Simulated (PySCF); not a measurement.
PySCF 2.14.0, PBE0/def2-svp, df: Ta(F)5 ([F][Ta]([F])([F])([F])[F]), 6 atoms. The geometry is a generated start, not checked to be a minimum at this level.

task: energy
method: pbe0
basis: def2-svp
two-electron scheme: density fitting
mol.max_memory: 3000 MB
mf.max_cycle: 100
mf.conv_tol: 1e-09 (default)
mf.grids.level: 3 (default)
effective core potentials: those of the basis set, past Kr
basis functions: 102
grid points: 95320

```xyz
6

Ta     0.0032    -0.0025    -0.0015
F      1.1915    -0.7132     1.1432
F     -1.1900     0.7123    -1.1354
F      0.1386     1.6005     0.8461
F      1.0996    -0.3901    -1.3979
F     -1.2430    -1.2070     0.5455
```

Charge 0 and multiplicity 1 are set for this test and not shown to be the ground state.

With the defaults (mf.DIIS = CDIIS, mf.diis = true, mf.damp = 0, mf.diis_start_cycle = 1, mf.level_shift = 0, mf.diis_damp = 0, mf.diis_space = 8, mf.init_guess = minao) it converges in 11 Fock builds. One run each on 2 threads, 1 BLAS thread, with these changes:
- mf.diis_space = 5
- mf.diis = false
- mf.level_shift = 1 Hartree
- mf.DIIS = EDIIS
- mf.diis_damp = 0.3
- mf.init_guess = mod_huckel
- mf.damp = 0.3, mf.diis_start_cycle = 4
- mf.level_shift = 0.1 Hartree
- mf.diis = false, mf.damp = 0.7, mf.diis_start_cycle = 999

Which of these changes keep the SCF from converging, or lead it to another solution?

No convergence: mf.DIIS = EDIIS; mf.diis = false (the run ends without SCF convergence in 100 cycles). The rest reach the solution of the defaults.

```
setting                                                    Fock builds             end
---------------------------------------------------------  -----------  --------------
the defaults                                                        11   same solution
mf.diis_damp = 0.3                                                  11   same solution
mf.level_shift = 0.1 Hartree                                        11   same solution
mf.diis_space = 5                                                   11   same solution
mf.init_guess = mod_huckel                                          13   same solution
mf.damp = 0.3, mf.diis_start_cycle = 4                              14   same solution
mf.level_shift = 1 Hartree                                          25   same solution
mf.diis = false, mf.damp = 0.7, mf.diis_start_cycle = 999           28   same solution
mf.DIIS = EDIIS                                                    101  no convergence
mf.diis = false                                                    101  no convergence
```
